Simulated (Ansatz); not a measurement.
Consider an 8-atom supercell of C in the graphite type structure (space group P6_3/mmc, No. 194; a = 2.455 Å, c = 6.671 Å; layered, stacked along the Cartesian z axis) at its relaxed geometry.

Method: plane-wave PAW DFT at the r2SCAN+rVV10 level (Ansatz, a program for electronic structure, 500 eV), no SOC.

Before the change:

```
Item        Value
--------  -------
Pressure  0.0 GPa
```

Modification: a neutral Li interstitial (started 1.80 Å from the nearest host atom), atoms relaxed at fixed cell, starting from a slightly rattled geometry.

Problem. What does the calculation give for the pressure, final site of the added atom and largest displacement of a host atom from its site in the perfect cell after the change?

Solution. The pressure goes from zero to 8.8 GPa; the final site of the added atom comes out as 12 C at 2.29 Å; the largest displacement of a host atom from its site in the perfect cell comes out as 0.72 Å.

The cell is small, so the values are those of an ordered compound at a high defect concentration; dilute-limit values will differ. A case with no gap was solved on a k-mesh chosen for an insulator, which is coarse for it. All final runs are without spin polarisation. The defect cell is not spin-polarised.
